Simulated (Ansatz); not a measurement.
Consider AlRu in the CsCl type structure (space group Pm-3m, No. 221; a = 2.955 Å; relaxed with 0.1 eV smearing). Axes: x, y, z lie along the cube axes.

Calculations: Ansatz (an electronic-structure program) LDA, spin-orbit coupling left out.

Now apply this change: uniaxial strain ε_zz = +3.00 %, all other strain components held at zero, atoms relaxed at fixed cell.

Problem. Predict the stress tensor and what it implies for the stiffness.

Solution. Stress of the strained cell less that of the base (GPa, compression positive):
```
   -4.7     0.0     0.0
    0.0    -4.7     0.0
    0.0     0.0    -9.6
```

Then −Δσ_ii/ε with ε = 0.0300 gives secant stiffness values (nonlinear terms included at this strain): C33 ≈ 320 GPa, C13 ≈ 155 GPa and C23 ≈ 155 GPa.

As a check, the harmonic strain energy −½ V₀ Δσ:ε is 12 meV/atom; the computed energy rise is 12 meV/atom.

Whether these cells are dynamically stable was not tested. All final runs are without spin polarisation.
